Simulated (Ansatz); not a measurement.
Input and output of a relaxation of the atoms for KMgF3 (P4mm, 5 atoms in the cell) (Ansatz, a first-principles code).

Level of theory: LDA (PW92), default PAW files made with PBE (plane waves; Ansatz).

The change in words: one atom moved by 0.15 angstrom; relax: default → atoms; relax.f_tol: default → 0.02 eV/Å. Reference geometry:
```
KMgF3
1.0
    4.00995     0.00000     0.00000
    0.00000     4.00995     0.00000
    0.00000     0.00000     4.00995
K Mg F
1 1 3
Direct
  0.00000   0.00000   0.00000
  0.50000   0.50000   0.50000
  0.50000   0.00000   0.50000
  0.00000   0.50000   0.50000
  0.50000   0.50000   0.00000
```

Reference input (self-consistent single point, DFT, LDA (PW92), plane waves, default PAW files made with PBE): basis.ecutwfc = 420 eV; kpoints.mp_grid.grid = 6 6 6; hamiltonian.xc = lda; hamiltonian.pseudopotentials = {kind: paw} (the program's default PAW files); scf.occupations.method = fermi_dirac; scf.occupations.width = 0.02 eV. This run's input differs from it in these lines:

```diff
@@ -7,3 +7,3 @@
   atoms:
-    - { symbol: K, position: [0.000000, 0.000000, 0.000000] }
+    - { symbol: K, position: [0.000000, 0.000000, 0.037407] }
     - { symbol: Mg, position: [0.500000, 0.500000, 0.500000] }
@@ -21,2 +21,4 @@
   occupations: { method: fermi_dirac, width: 0.02 }
+relax:
+  f_tol: 0.02
 output:
```

Output (repeated stretches shortened):

```
   [... SCF lines of the steps left out ...]
relax step   1: F+E_penalty+E_count = -5787.53357162 eV  Δ(F+E_penalty+E_count) = +0.000e0 eV  max|allowed force component| = 2.476e-1 eV/Å  Δτ_max = 0.0000 Å  (6 SCF iters, dr2 threshold 1.00e-5 eV, accepted)
relax step   2: F+E_penalty+E_count = -5787.55053795 eV  Δ(F+E_penalty+E_count) = -1.697e-2 eV  max|allowed force component| = 8.157e-2 eV/Å  Δτ_max = 0.1070 Å  (6 SCF iters, dr2 threshold 3.83e-6 eV, accepted)
relax step   3: F+E_penalty+E_count = -5787.55139804 eV  Δ(F+E_penalty+E_count) = -8.601e-4 eV  max|allowed force component| = 3.642e-2 eV/Å  Δτ_max = 0.0052 Å  (4 SCF iters, dr2 threshold 4.16e-7 eV, accepted)
relax step   4: F+E_penalty+E_count = -5787.55183132 eV  Δ(F+E_penalty+E_count) = -4.333e-4 eV  max|allowed force component| = 1.093e-3 eV/Å  Δτ_max = 0.0090 Å  (6 SCF iters, accepted)
the relaxation is at rest under the 8 symmetry operations that the run kept from its start: a minimum is not shown …
Free energy (F): -5787.551831 eV
Internal energy: -5787.551831 eV  (E = F + TS)
E sigma→0 (E₀):  -5787.551831 eV
Fermi energy:    5.702413 eV
--- Forces (eV/Å), atoms counted from 1 ---
  atom   1  K     -0.00000000     0.00000000    -0.00111847
  atom   2  Mg     0.00000000     0.00000000    -0.00043795
  atom   3  F      0.00000000     0.00000000     0.00086185
  atom   4  F     -0.00000000     0.00000000     0.00086185
  atom   5  F     -0.00000000     0.00000000    -0.00029635
--- Stress (GPa, compression-positive) ---
       -5.594910       0.000000      -0.000000
   [... lines left out ...]
  atoms:
    - { symbol: K, position: [-7.6035557630594985e-34, 0.0, 0.007653841706432609] }
    - { symbol: Mg, position: [0.5000000000000001, 0.5000000000000001, 0.5074913841552159] }
    - { symbol: F, position: [0.5000000000000001, 0.0, 0.5073966952019368] }
    - { symbol: F, position: [3.262955039260037e-34, 0.5000000000000001, 0.5073966952019368] }
    - { symbol: F, position: [0.5000000000000001, 0.5000000000000001, 0.007468383734478345] }
```

The run converged. 

Summary of the result:
| Quantity | Result |
|---|---|
| Free energy E − TS (on the zero of these files) | -5787.5518 eV |
| Top of the valence band (on the code's own zero) | 2.25 eV |
| Gap on the k-point mesh | 6.85 eV |
| Pressure | -5.59 GPa |
| Largest force (vector length) | 0.001 eV/Å |
| Relaxation steps | 4 |

The starting cell has typed, rounded lattice constants, without a prior relaxation at this level. Its lattice was rescaled by up to half a per cent. For this run, on top of that: one atom moved by 0.15 angstrom. The relaxation keeps the symmetry of its start, so its end need not be a minimum. Ansatz's pressure includes its estimate of the finite-basis (Pulay) stress. Without the estimate this run gives -6.35 GPa.

Keys are those of Ansatz 0.2.
